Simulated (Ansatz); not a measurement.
Band structure of NbH (Cmme, 4 atoms in the cell).

```xyz
4
Lattice="1.8542 -2.4047 0.0000 1.8542 2.4047 0.0000 0.0000 0.0000 4.8273" Properties=species:S:1:pos:R:3 pbc="T T T"
Nb     1.8542    -1.2023     1.2978
Nb     1.8542     1.2023     3.5295
H      0.9271     0.0000     0.0000
H      2.7813     0.0000     0.0000
```

Level of theory: LDA (PW92), PAW files made with PBE (plane waves; Ansatz, a program for electronic structure).

Settings: kpoints.mp_grid.grid = 11 11 7; hamiltonian.xc = lda; hamiltonian.pseudopotentials = {kind: paw} (the program's default PAW files); scf.occupations.method = gaussian; scf.occupations.width = 0.136 eV; kpoints.band_path.npoints = 8.

The starting cell comes from a database of computed structures (which also holds hypothetical and non-ambient phases and stackings), without a prior relaxation at this level. Its lattice was rescaled by a random factor within 2.5 % of one. Spin polarisation is off.

Levels in eV from the Fermi level, bands 11 to 17:
| point | 11 | 12 | 13 | 14 | 15 | 16 | 17 |
|---|---|---|---|---|---|---|---|
| Γ | -4.01 | -1.51 | -0.83 | -0.76 | 0.36 | 0.97 | 2.55 |
| X | -3.50 | -3.19 | -1.06 | 1.42 | 1.80 | 2.09 | 2.68 |
| S | -2.48 | -2.48 | -1.12 | -1.12 | 1.35 | 1.35 | 1.93 |
| R | -1.93 | -1.93 | -0.50 | -0.50 | 1.19 | 1.19 | 2.48 |
| A | -2.52 | -2.31 | -1.96 | -1.77 | 1.37 | 1.42 | 2.41 |
| Z | -4.03 | -2.06 | -2.05 | 0.12 | 0.90 | 1.35 | 1.38 |
| Y | -4.05 | -3.90 | -0.67 | 1.97 | 2.21 | 2.42 | 3.65 |
| X1 | -3.50 | -3.19 | -1.06 | 1.42 | 1.80 | 2.09 | 2.68 |
| A1 | -2.52 | -2.31 | -1.96 | -1.77 | 1.37 | 1.42 | 2.41 |
| T | -3.01 | -2.97 | -2.07 | -0.79 | 0.13 | 0.88 | 4.07 |

Bands cross the Fermi level along this path, so the cell is metallic at this level.

Keys are those of Ansatz 0.2.
